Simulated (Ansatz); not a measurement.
Take InAs in the zinc blende structure (space group F-43m, No. 216; a = 6.087 Å) as the base.

Modification: Ga takes the place of In on all its sites, then cell and atoms are relaxed.

Levels (all Ansatz, a quantum-chemistry and plane-wave program, PAW): PBEsol (420 eV, no SOC); PBEsol+SOC (420 eV, noncollinear with spin-orbit coupling).

The geometry is relaxed with PBEsol.

- PBEsol lowest conduction level above the VBM at special points: Γ 0.42 eV; L 0.92 eV; X 1.36 eV; U 1.88 eV
- PBEsol valence-band top at Γ: 0.00, 0.00, 0.00 eV

Predict the lowest conduction level above the VBM at special points, valence-band top at Γ and hole mass from PBEsol+SOC.

The lowest conduction level above the VBM at special points changes from Γ 0.42 eV; L 0.92 eV; X 1.36 eV; U 1.88 eV to Γ 0.31 eV; L 0.81 eV; X 1.25 eV; U 1.76 eV; the valence-band top at Γ (three highest Kramers pairs, from the VBM) goes from 0.00, 0.00, 0.00 eV to 0.00, 0.00, -0.34 eV; the hole mass (degenerate bands, along [100]) is 0.028, 0.32 mₑ (at Γ). The threefold valence maximum splits by Δso ≈ 0.34 eV.

Single points use the geometry relaxed with PBEsol. The spin-orbit shifts are approximate. The levels and masses belong to the bands next to the band gap. Masses are band curvatures over ±0.01 Å⁻¹ around the edge. Stability against distortions was not tested. The runs without spin-orbit coupling are not spin-polarised.
